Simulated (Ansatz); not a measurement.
The parent structure is Nb in the bcc (W type) structure (space group Im-3m, No. 229; a = 3.248 Å; relaxed with 0.1 eV smearing).

The values are results of LDA in Ansatz (plane waves to 420 eV, PAW, scalar-relativistic without spin-orbit coupling), not measurements.

Strains are applied to the cell and any free atomic positions relax.

One change was made to it. Results:

| quantity | base | after |
|---|---|---|
| pressure | 0.0 GPa | -2.8 GPa |
| energy relative to the base (free energy F) | 0 meV/atom | +2.3 meV/atom |

Which change produced these results?
A. isotropic strain +1.00 %
B. isotropic strain −0.50 %
C. isotropic strain −1.00 %
D. isotropic strain −1.50 %
E. isotropic strain +0.50 %

E, isotropic strain +0.50 %. For comparison, the pressure in the other runs: isotropic strain −1.50 % gives 9.3 GPa; isotropic strain −1.00 % gives 6.0 GPa; isotropic strain −0.50 % gives 2.9 GPa; isotropic strain +1.00 % gives -5.4 GPa.

Stability against distortions was not tested. All final runs are without spin polarisation.

Ansatz is a program for electronic structure.
